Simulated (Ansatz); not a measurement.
Take Lu in the hcp (Mg type) structure (space group P6_3/mmc, No. 194; a = 3.4451 Å, c = 5.3489 Å) as the base.

The values are results of PBEsol (Ansatz, a quantum-chemistry and plane-wave program; PAW; 420 eV plane waves; no SOC), not measurements.

For the base:

The volume per atom is 27.49 Å³.

Modification: hydrostatic tension (pressure −2 GPa).

### Question
What happens to the volume per atom?

### Answer
The volume per atom grows by 1.20 Å³ to 28.69 Å³.

Load acts through the strain it causes; cell and atoms are relaxed under it. Whether these cells are dynamically stable was not tested.
